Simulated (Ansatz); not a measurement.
```xyz
2
Lattice="0.0416 2.0796 2.0796 2.0796 0.0416 2.0796 2.1212 2.1212 0.0000" Properties=species:S:1:pos:R:3 pbc="T T T"
Mg     0.0000     0.0000     0.0000
O      2.1212     2.1212     2.0796
```

No spin polarisation.

Method: DFT with LDA, PAW potentials and a 420 eV plane-wave cutoff in Ansatz (a quantum-chemistry and plane-wave program), no spin-orbit coupling. k-mesh 14×14×14 (Γ-centred); smearing 0.05 eV (Fermi–Dirac).

Question: Predict the stress, valence-band top at Γ and band gap.

Answer: 
- Stress (xx, yy, zz, yz, xz, xy; compression positive): (0.20, 0.20, -0.17, 0.00, 0.00, -6.14) GPa
- Valence-band top at Γ (three highest levels, from the VBM): 0.00, -0.17, -0.31 eV
- Band gap: 4.86 eV

The cells carry an imposed strain or load. Whether these cells are dynamically stable was not tested. The cell was made from MgO in the rock salt structure (space group Fm-3m, No. 225) by this change: tensor shear ε_xy = +2.00 %.
